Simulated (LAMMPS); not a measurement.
LAMMPS 22 Jul 2025, classical MD, Buckingham with full ionic charges: MgO, 10648 atoms.

- task = MD, nve
- potential = Buckingham with full ionic charges
- copies of the repeat unit = 11×11×11
- shape (slab and sphere leave vacuum in the box) = bulk
- steps = 200
- timestep = 1 fs
- neighbor skin = 2 Å
- neigh_modify = every 1 delay 0 check yes
- thermo = 50
- kspace_style = pppm
- pair cutoff = 8 Å
- newton = on (default)
- atom_modify sort (bins of 2 Å where set) = 1000 (default)
- comm_style = brick (default)
- box = 46.3 × 46.3 × 46.3 Å
- start = generated rock salt lattice, warmed in an untimed run

All runs start from one configuration, warmed at this fixed volume for 1000 steps under a thermostat at 2500 K. The reference run has a mean temperature of 2500 K and a mean pressure of 12.5 GPa.

Yardstick: the run with kspace_accuracy = 1e-08, kspace_modify order 7, which is not proven converged either. Single runs; times are not shown.

Measured:

```json
[
 {"setting": "the reference", "k-space grid": "160×160×160", "energy against the reference": "—", "difference in forces on 48 atoms (largest component)": "—"},
 {"setting": "kspace_accuracy = 1e-06, kspace_modify order 5 diff ik (default)", "k-space grid": "144×144×144", "energy against the reference": "−0.0019 meV/atom", "difference in forces on 48 atoms (largest component)": "0.025 meV/Å"},
 {"setting": "kspace_accuracy = 1e-05, kspace_modify order 5 diff ik (default)", "k-space grid": "90×90×90", "energy against the reference": "−0.024 meV/atom", "difference in forces on 48 atoms (largest component)": "0.25 meV/Å"},
 {"setting": "kspace_accuracy = 0.0001, kspace_modify order 5 diff ik (default)", "k-space grid": "50×50×50", "energy against the reference": "−0.31 meV/atom", "difference in forces on 48 atoms (largest component)": "2.9 meV/Å"},
 {"setting": "kspace_accuracy = 0.001, kspace_modify order 5 diff ik (default)", "k-space grid": "32×32×32", "energy against the reference": "−2.1 meV/atom", "difference in forces on 48 atoms (largest component)": "19 meV/Å"},
 {"setting": "kspace_accuracy = 0.1, kspace_modify order 5 diff ik (default)", "k-space grid": "12×12×12", "energy against the reference": "−4.4 meV/atom", "difference in forces on 48 atoms (largest component)": "740 meV/Å"}
]
```

How far does the result lie from the reference with kspace_accuracy = 0.01, kspace_modify order 5 diff ik (default)?

k-space grid: 20×20×20; energy against the reference: −11 meV/atom; difference in forces on 48 atoms (largest component): 120 meV/Å. Total energies are compared; such shifts often cancel in part in energy differences. Energies and forces are those of the first step; by LAMMPS's own estimate the reference reaches a relative force accuracy of 8e-07.
